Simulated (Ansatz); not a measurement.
Here is the system:

```
CELL_PARAMETERS angstrom
      0.00000     2.65410     2.65410
      2.65410     0.00000     2.65410
      2.65410     2.65410     0.00000
ATOMIC_POSITIONS crystal
  Mg 0.00000 0.00000 0.00000
  Se 0.50000 0.50000 0.50000
```

No spin polarisation.

Computed with Ansatz (an electronic-structure program) r2SCAN, no spin-orbit coupling. Γ-centred 10×10×10 mesh, Fermi–Dirac width 0.05 eV.

**Question.** What is the computed pressure?

**Answer.** 7.28 GPa.

**Question.** What band gap does the calculation give?

**Answer.** 2.63 eV.

**Question.** Estimate the smallest direct gap.

**Answer.** 4.13 eV.

**Question.** What gap character does the calculation give?

**Answer.** Indirect, Γ → X.

The cells carry an imposed strain or load. Whether these cells are dynamically stable was not tested. The cell was made from MgSe in the rock salt structure (space group Fm-3m, No. 225) by this change: isotropic strain −3.00 %.
